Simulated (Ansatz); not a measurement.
## What biaxial strain −1.00 %, plane normal [001], relaxed out of plane does to WC

Take WC (space group P-6m2, No. 187; a = 2.899 Å, c = 2.827 Å; relaxed with 0.1 eV smearing) as the base. Axes: x lies along a and z along c of the hexagonal cell.

Now apply this change: compressive biaxial strain of 1.00 % in the plane normal to [001], as in epitaxy on a mismatched substrate; the out-of-plane cell vector and the atoms relax.

Calculations: Ansatz (a first-principles code), PBEsol, PAW, cutoff 420 eV, no SOC. k-mesh 23×23×20 (Γ-centred); smearing 0.1 eV (Fermi–Dirac).

The volume per atom falls by 0.17 Å³, from 10.29 Å³ to 10.12 Å³ and the space group remains P-6m2 (No. 187). The shortest interatomic distance drops by 0.009 Å to 2.182 Å and the pressure (mean of the normal stresses, compression positive) goes from zero to 6.3 GPa. The band gap stays zero and the out-of-plane strain is +0.39 %.

Final structure (turned so that z lies along the plane normal):

```
CELL_PARAMETERS angstrom
      2.87012     0.00000     0.00000
      1.43506     2.48559     0.00000
      0.00000     0.00000     2.83775
ATOMIC_POSITIONS crystal
  W  0.00000 0.00000 0.00000
  C  0.33333 0.33333 0.50000
```

No phonon test of stability was made. All final runs are without spin polarisation.
